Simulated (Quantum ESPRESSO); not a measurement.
A self-consistent single point of Mg₁₄CuBi (Amm2, 16 atoms in the cell) with Quantum ESPRESSO.

Method: PBEsol, SSSP 1.1.2 efficiency (PBE) pseudopotentials (plane waves; Quantum ESPRESSO).

```yaml
crystal:
  lattice:
    - [10.18095, 0.00000, 0.00000]
    - [0.00000, 3.08900, 5.35867]
    - [0.00000, -3.08900, 5.35867]
  atoms:
    - { symbol: Mg, position: [0.00000, 0.16636, 0.16636] }
    - { symbol: Mg, position: [0.00000, 0.66607, 0.66607] }
    - { symbol: Mg, position: [0.50000, 0.16542, 0.66662] }
    - { symbol: Mg, position: [0.50000, 0.66662, 0.16542] }
    - { symbol: Mg, position: [0.00000, 0.16829, 0.66667] }
    - { symbol: Mg, position: [0.00000, 0.66667, 0.16829] }
    - { symbol: Mg, position: [0.25170, 0.32653, 0.84015] }
    - { symbol: Mg, position: [0.74830, 0.84015, 0.32653] }
    - { symbol: Mg, position: [0.74830, 0.32653, 0.84015] }
    - { symbol: Mg, position: [0.25170, 0.84015, 0.32653] }
    - { symbol: Mg, position: [0.25437, 0.33074, 0.33074] }
    - { symbol: Mg, position: [0.74563, 0.33074, 0.33074] }
    - { symbol: Mg, position: [0.24310, 0.83548, 0.83548] }
    - { symbol: Mg, position: [0.75690, 0.83548, 0.83548] }
    - { symbol: Cu, position: [0.50000, 0.16661, 0.16661] }
    - { symbol: Bi, position: [0.50000, 0.66817, 0.66817] }
```

Reference input (self-consistent single point, DFT, PBEsol, plane waves, SSSP 1.1.2 efficiency (PBE) pseudopotentials): ecutwfc = 50 Ry; ecutrho = 400 Ry; occupations = smearing; smearing = cold; degauss = 0.0036749 Ry; input_dft = pbesol; potentials = {Mg: Mg.pbe-n-kjpaw_psl.0.3.0.UPF, Cu: Cu_pbe_v1.2.uspp.F.UPF, Bi: Bi_pbe_v1.uspp.F.UPF}; K_POINTS = automatic 3 4 4 0 0 0; conv_thr = 1e-10 Ry; mixing_beta = 0.7. This run's input differs from it in these lines:

```diff
@@ -45,3 +45,3 @@
 K_POINTS automatic
-3 4 4  0 0 0
+4 7 7  0 0 0
 CELL_PARAMETERS angstrom
```

Log, with long lists cut:

```
     Self-consistent Calculation

     iteration #  1     ecut=    50.00 Ry     beta= 0.70

     negative rho (up, down):  4.319E-02 0.000E+00

     total energy              =   -1043.46559915 Ry
     estimated scf accuracy    <       4.56328746 Ry

     iteration #  2     ecut=    50.00 Ry     beta= 0.70

     negative rho (up, down):  4.272E-02 0.000E+00

     total energy              =   -1032.71328056 Ry
     estimated scf accuracy    <     236.19381223 Ry

     iteration #  3     ecut=    50.00 Ry     beta= 0.70

     negative rho (up, down):  4.272E-02 0.000E+00

     total energy              =   -1045.88622473 Ry
     estimated scf accuracy    <       6.11982324 Ry

   [... 12 blocks of this kind left out ...]

     iteration # 16     ecut=    50.00 Ry     beta= 0.70

     negative rho (up, down):  4.452E-02 0.000E+00

     total energy              =   -1046.71354375 Ry
     estimated scf accuracy    <          1.2E-10 Ry

     iteration # 17     ecut=    50.00 Ry     beta= 0.70
     c_bands:  5 eigenvalues not converged

     negative rho (up, down):  4.452E-02 0.000E+00
     End of self-consistent calculation

     the Fermi energy is     5.3190 ev

!    total energy              =   -1046.71354375 Ry
     estimated scf accuracy    <          5.0E-11 Ry
     smearing contrib. (-TS)   =      -0.00008579 Ry
     internal energy E=F+TS    =   -1046.71345797 Ry

     convergence has been achieved in  17 iterations

     negative rho (up, down):  4.452E-02 0.000E+00

     Forces acting on atoms (cartesian axes, Ry/au):

     atom    1 type  1   force =     0.00000000    0.00000000    0.00124256
     atom    2 type  1   force =     0.00000000    0.00000000   -0.00073271
     atom    3 type  1   force =     0.00000000   -0.00007314   -0.00038512
     atom    4 type  1   force =     0.00000000    0.00007314   -0.00038512
     atom    5 type  1   force =     0.00000000    0.00171345   -0.00013453
   [... lines left out ...]
     Total force =     0.012940     Total SCF correction =     0.000004
   [... lines left out ...]

     negative rho (up, down):  4.452E-02 0.000E+00
          total   stress  (Ry/bohr**3)                   (kbar)     P=       16.61
   0.00006272   0.00000000  -0.00000000            9.23        0.00       -0.00
   0.00000000   0.00013400   0.00000000            0.00       19.71        0.00
  -0.00000000   0.00000000   0.00014212           -0.00        0.00       20.91

   JOB DONE.
```

The run converged in 17 iterations. Against the reference run the free energy rises by 5.0 meV/atom, the pressure stays near 1.66 GPa while the xx stress (positive for compression) goes from 0.37 to 0.92 GPa and the largest force goes from 0.086 to 0.129 eV/Å. The full log also holds: “c_bands:  5 eigenvalues not converged”. The full log also holds: “c_bands:  2 eigenvalues not converged”.

The starting cell comes from a database of computed structures (which also holds hypothetical and non-ambient phases and stackings), without a prior relaxation at this level. Its lattice was rescaled by a random factor within 2.5 % of one. Spin-orbit coupling is off. Spin polarisation is off.

Cost on one core of a shared machine: roughly 20 min.
